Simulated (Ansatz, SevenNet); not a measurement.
**Rock-salt NbN (cubic form, which distorts at low temperature), elastic constant C12**

Reference value: 134 GPa (measured, temperature not stated, no zero-point or thermal correction; as tabulated in Wu et al. (2005), arXiv:cond-mat/0412374).

```json
[
 {"level (code)": "SevenNet-0", "value (GPa)": "180", "cell (Å³/atom)": "11.03"},
 {"level (code)": "SevenNet-l3i5", "value (GPa)": "191", "cell (Å³/atom)": "11.04"},
 {"level (code)": "LDA (Ansatz)", "value (GPa)": "(withheld)", "cell (Å³/atom)": "10.33"},
 {"level (code)": "PBE (Ansatz)", "value (GPa)": "(withheld)", "cell (Å³/atom)": "10.80"},
 {"level (code)": "PBEsol (Ansatz)", "value (GPa)": "140", "cell (Å³/atom)": "10.51"},
 {"level (code)": "PBE-D3(BJ) (Ansatz)", "value (GPa)": "131", "cell (Å³/atom)": "10.54"}
]
```

Q: Some entries are withheld; supply them.

A: 
- LDA (Ansatz, an electronic-structure program), value (GPa): 144
- PBE (Ansatz), value (GPa): 136

Differences against the reference: SevenNet-0 +34 %, SevenNet-l3i5 +43 %, LDA +7.5 %, PBE +1.5 %, PBEsol +4.5 %, PBE-D3(BJ) -2.2 %.

The reference's temperature isn't stated, so close values are not ranked against it. Off by more than 25 %, or 35 % on the side where a correction would as a rule narrow the miss (bounds picked here): SevenNet-l3i5 (+43 %).

The reference isn't brought to a static lattice, while the calculations are for one, so the differences are not the levels' errors alone. The crystal itself was run without spin with LDA, PBE, PBEsol, PBE-D3(BJ); a magnetic state was not tried in these runs. LDA, PBE, PBEsol, PBE-D3(BJ): symmetry holds this phase in the static calculation, where it need not be a minimum. PBE-D3(BJ): the dispersion coefficients are held fixed in the derivatives. Each level is taken at its own relaxed cell. Ansatz's density-functional and Hartree–Fock values are scalar-relativistic unless marked +SOC, with PAW data made under PBE.

Machine-learned potentials (SevenNet-0, SevenNet-l3i5) are trained on DFT data: a solid inside that data is no test of them.

Differences are worked out from the printed values.
